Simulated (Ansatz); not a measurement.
Base system: Cu in the fcc (Cu type) structure (space group Fm-3m, No. 225; relaxed with 0.1 eV smearing).

```xyz
1
Lattice="0.0000 1.7884 1.7884 1.7884 0.0000 1.7884 1.7884 1.7884 0.0000" Properties=species:S:1:pos:R:3 pbc="T T T"
Cu     0.0000     0.0000     0.0000
```

Cartesian axes are those of the cell as printed.

All numbers come from r2SCAN/PAW in Ansatz (a first-principles code), spin-orbit coupling left out.

Base values:

* **Shortest interatomic distance**: 2.529 Å

Perturbation: biaxial strain +4.40 %, plane normal [110], relaxed out of plane (Cartesian); in-plane vectors clamped, the third vector and the atoms free.

What happens to the in-plane stress?

The mean in-plane stress (compression positive) is -10.9 GPa.

Estimate the effect on the ratio −ε⊥/ε∥.

The ratio −ε⊥/ε∥ comes out as 0.66.

Predict the new shortest interatomic distance.

The shortest interatomic distance decreases by 0.073 Å, from 2.529 Å to 2.456 Å.

A biaxial case was relaxed in a doubled cell and then solved in the primitive one. Whether these cells are dynamically stable was not tested. All final runs are without spin polarisation.
